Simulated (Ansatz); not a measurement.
B vacancy + 2 H (zinc-blende BN host)

The numbers are results of PBE, PAW (plane waves to 420 eV; Ansatz, an electronic-structure program), not measurements. A 2×2×2 supercell of 64 sites was used; the energies come from a 2×2×2 shifted sampling of its zone. Sites at the start: the B site; 2 H on the vacancy's neighbours. Finite-size correction: monopole term and site-potential alignment. Dielectric constants: PBE linear response of the host. Host gap at this level: 4.46 eV. These values are not converged in cell size to better than tenths of an eV. Levels are measured in PBE's own, too narrow, gap. Spin–orbit coupling is left out. Each state is the lowest found from its start.

Formation energies E_f are given with the Fermi level at the valence-band maximum. Chemical conditions: N-rich (Δμ(B) = -2.35 eV, Δμ(H) = -0.34 eV, bounded by NH3 molecule; only phases computed here count, gases as isolated molecules at 0 K). Reference phases: B: alpha boron, H: H2 molecule in a box.

```
charge         moment (μB)  largest move off a lattice site (Å)  image correction with alignment (eV)  E_f, N-rich (eV)
------  ------------------  -----------------------------------  ------------------------------------  ----------------
+1†     not spin-polarised                                 0.15                                  0.06                 –
0†                quenched                                 0.14                                  0.00              2.93
−1      not spin-polarised                                 0.13                                  0.49              3.92
```

† Not settled in this cell, so no level is given: charge +1: carriers not clearly localised, level within 0.1 eV of a band edge or past it; charge 0: a level filled in part.

Starting moments that weren't kept: charge 0 began with 1 μB and ended with 0.0.
